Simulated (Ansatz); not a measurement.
**hcp Y (0 0 1) on wurtzite GaN (1 0 0) (film strained to the substrate, started from cuts of the bulks and a machine-learned relaxation; slabs Ga20N20 and Y12, which can lie off the formulas)**

A periodic stack without vacuum, hcp Y (0 0 1) on wurtzite GaN (1 0 0) (film strained to the substrate, started from cuts of the bulks and a machine-learned relaxation; slabs Ga20N20 and Y12, which can lie off the formulas): substrate slab Ga20N20, film Y12, surface cells [[1, 1], [-2, 0]] and [[1, 2], [-2, -1]], film strained by -4.4 and +1.6 %, outermost planes GaN/GaN and Y/Y as cut, which need not be the usual terminations and can put a slab off its formula.

The start was prepared with a machine-learned potential, and the result is one local minimum, with the in-plane cell held and forces under 0.04 eV/Å; the film can end far from its bulk form.

Level of theory: PBE (plane waves to 420 eV, PAW; Ansatz, an electronic-structure program). Scalar-relativistic, without spin–orbit coupling; the runs are not spin-polarised; PBE gaps are too small against experiment. Its k-point mesh 5×5×1, Fermi–Dirac width 0.05 eV.

| Item | Value |
|---|---|
| interface area | 33.8 Å² |
| period | 25.61 Å |
| heights between the nearest atoms of the two slabs at the two interfaces | 1.15 and 1.15 Å |
| Ga–Y contacts across the interfaces within 1.22 times the sum of covalent radii | 24, mean 3.30 Å |
| N–Y contacts across the interfaces within 1.22 times the sum of covalent radii | 8, mean 2.22 Å |
| hole barrier (PBE) | 1.13 eV |
| electron barrier (PBE) | 0.58 eV |

```yaml
crystal:
  lattice:
    - [6.15175, 0.00063, -0.08253]
    - [-3.36677, 5.48465, 0.16616]
    - [3.41993, -0.55740, 25.55837]
  atoms:
    - { symbol: Ga, position: [0.44848, 0.40121, 0.03972] }
    - { symbol: Ga, position: [0.44621, 0.98400, 0.04027] }
    - { symbol: Ga, position: [0.91322, 0.69511, 0.10845] }
    - { symbol: Ga, position: [0.91327, 0.19299, 0.10838] }
    - { symbol: N, position: [0.83726, 0.63416, 0.03527] }
    - { symbol: N, position: [0.83379, 0.14050, 0.03532] }
    - { symbol: N, position: [0.28971, 0.38122, 0.11165] }
    - { symbol: N, position: [0.28905, 0.88431, 0.11205] }
    - { symbol: Ga, position: [0.39786, 0.69534, 0.14635] }
    - { symbol: Ga, position: [0.39670, 0.19584, 0.14867] }
    - { symbol: Ga, position: [0.85986, 0.94480, 0.21850] }
    - { symbol: Ga, position: [0.86212, 0.44581, 0.21837] }
    - { symbol: N, position: [0.77348, 0.88346, 0.14558] }
    - { symbol: N, position: [0.77426, 0.38381, 0.14585] }
    - { symbol: N, position: [0.23820, 0.63396, 0.21925] }
    - { symbol: N, position: [0.23545, 0.13305, 0.22041] }
    - { symbol: Ga, position: [0.34236, 0.94448, 0.25590] }
    - { symbol: Ga, position: [0.34235, 0.44604, 0.25594] }
    - { symbol: Ga, position: [0.80654, 0.19604, 0.32738] }
    - { symbol: Ga, position: [0.80664, 0.69448, 0.32734] }
    - { symbol: N, position: [0.71952, 0.13400, 0.25482] }
    - { symbol: N, position: [0.71958, 0.63327, 0.25480] }
    - { symbol: N, position: [0.18271, 0.88333, 0.32848] }
    - { symbol: N, position: [0.18262, 0.38371, 0.32849] }
    - { symbol: Ga, position: [0.28871, 0.19559, 0.36480] }
    - { symbol: Ga, position: [0.28668, 0.69457, 0.36492] }
    - { symbol: Ga, position: [0.75227, 0.44570, 0.43692] }
    - { symbol: Ga, position: [0.75369, 0.94533, 0.43461] }
    - { symbol: N, position: [0.66556, 0.38397, 0.36402] }
    - { symbol: N, position: [0.66429, 0.88286, 0.36289] }
    - { symbol: N, position: [0.12841, 0.13346, 0.43740] }
    - { symbol: N, position: [0.12709, 0.63280, 0.43778] }
    - { symbol: Ga, position: [0.22980, 0.44448, 0.47492] }
    - { symbol: Ga, position: [0.22978, 0.94237, 0.47485] }
    - { symbol: Ga, position: [0.69626, 0.73715, 0.54353] }
    - { symbol: Ga, position: [0.69442, 0.15211, 0.54300] }
    - { symbol: N, position: [0.60951, 0.63436, 0.47161] }
    - { symbol: N, position: [0.60923, 0.13077, 0.47122] }
    - { symbol: N, position: [0.07731, 0.38090, 0.54799] }
    - { symbol: N, position: [0.08062, 0.89040, 0.54807] }
    - { symbol: Y, position: [0.26732, 0.24181, 0.59302] }
    - { symbol: Y, position: [0.97877, 0.59919, 0.60331] }
    - { symbol: Y, position: [0.60751, 0.93042, 0.64359] }
    - { symbol: Y, position: [0.93668, 0.87933, 0.73457] }
    - { symbol: Y, position: [0.56605, 0.24875, 0.74607] }
    - { symbol: Y, position: [0.20630, 0.50960, 0.73353] }
    - { symbol: Y, position: [0.14740, 0.22937, 0.84976] }
    - { symbol: Y, position: [0.88062, 0.59175, 0.84877] }
    - { symbol: Y, position: [0.51994, 0.85481, 0.83795] }
    - { symbol: Y, position: [0.79164, 0.85165, 0.98002] }
    - { symbol: Y, position: [0.46058, 0.16902, 0.93963] }
    - { symbol: Y, position: [0.06918, 0.49218, 0.99025] }
```
